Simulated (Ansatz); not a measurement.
Base system: HfN in the rock salt structure (space group Fm-3m, No. 225; relaxed with 0.1 eV smearing).

```xyz
2
Lattice="0.0000 2.2509 2.2509 2.2509 0.0000 2.2509 2.2509 2.2509 0.0000" Properties=species:S:1:pos:R:3 pbc="T T T"
Hf     0.0000     0.0000     0.0000
N      2.2509     2.2509     2.2509
```

The values are results of PBEsol/PAW in Ansatz (a first-principles code), no spin-orbit coupling, not measurements.

Base values:

```
Quantity    Value
--------  -------
Pressure  0.0 GPa
```

Perturbation: an isotropic linear strain of +1.00 %, atoms relaxed at fixed cell.

### Question
Estimate the effect on the energy relative to the base.

### Answer
The energy goes up by 8.8 meV/atom.

### Question
Predict the new pressure.

### Answer
The pressure goes from zero to -7.9 GPa.

No phonon test of stability was made. All final runs are without spin polarisation. An odd electron count without spin: HfN.
